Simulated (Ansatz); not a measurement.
Results of r²SCAN (Ansatz, an electronic-structure program, plane waves, PAW) for LiF (model structure, started from the CsCl type, Pm-3m, No. 221, 2 atoms in the cell).

Run with plane-wave cutoff 560 eV, 14×14×14 k mesh, Fermi–Dirac smearing 0.01 eV, scalar-relativistic PAW data made under PBE.

Cell (relaxed with PBEsol):

```xyz
2
Lattice="2.5231 0.0000 0.0000 0.0000 2.5231 0.0000 0.0000 0.0000 2.5231" Properties=species:S:1:pos:R:3 pbc="T T T"
Li     0.0000     0.0000     0.0000
F      1.2615     1.2615     1.2615
```

Task: What does this level give for the band gap and smallest direct gap on the k points sampled?

Result: 
- band gap: 8.84 eV (indirect)
- smallest direct gap on the k points sampled: 9.56 eV

Note: the relaxation could raise the start's symmetry but not lower it, so the cell can be a saddle point; cell and atoms aren't relaxed at this level (pressure -0.6 GPa).

Static lattice: no zero-point or thermal effects.

A model structure was made by putting elements into a prototype or built by hand; it is no filed structure, need not be a known phase, and can be a saddle point held by its symmetry.
